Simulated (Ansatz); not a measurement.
Hexagonal WC was calculated with r²SCAN (Ansatz, a quantum-chemistry and plane-wave program, plane waves, PAW).

Run with plane-wave cutoff 560 eV, 24×24×20 k mesh (along the axes of the cell as run), Fermi–Dirac smearing 0.05 eV, no spin polarisation, scalar-relativistic PAW data made under PBE.

Cell (relaxed at this level):

Space group P-6m2 (No. 187); a = b = 2.9125 Å, c = 2.8356 Å, α = β = 90.00°, γ = 120.00°

| atom | site | symmetry | x | y | z |
|---|---|---|---|---|---|
| W | 1a | -6m2 | 0.0000 | 0.0000 | 0.0000 |
| C | 1d | -6m2 | 0.3333 | 0.6667 | 0.5000 |

Task: Give the computed bulk modulus B0 and pressure derivative B′ of the bulk modulus.

Result: 
bulk modulus B0: 401 GPa
pressure derivative B′ of the bulk modulus: 4.2

The run finds no gap.

Measured, for comparison: bulk modulus 384 ± 0.8 GPa (room temperature, no zero-point or thermal correction, adiabatic, ultrasonic, our sources range from 377 to 412; as tabulated in Compression behavior of WC and WC-6%Co up to 50 GPa (OSTI 1006718)). Computed (rounded) less measured: bulk modulus +4 % (inside the range of the sources held).

Note: the bulk modulus comes from volumes at which shape and atoms were relaxed.

Spin–orbit coupling is not included.

Computed values are for the static lattice.

The result took roughly 12 core-minutes.
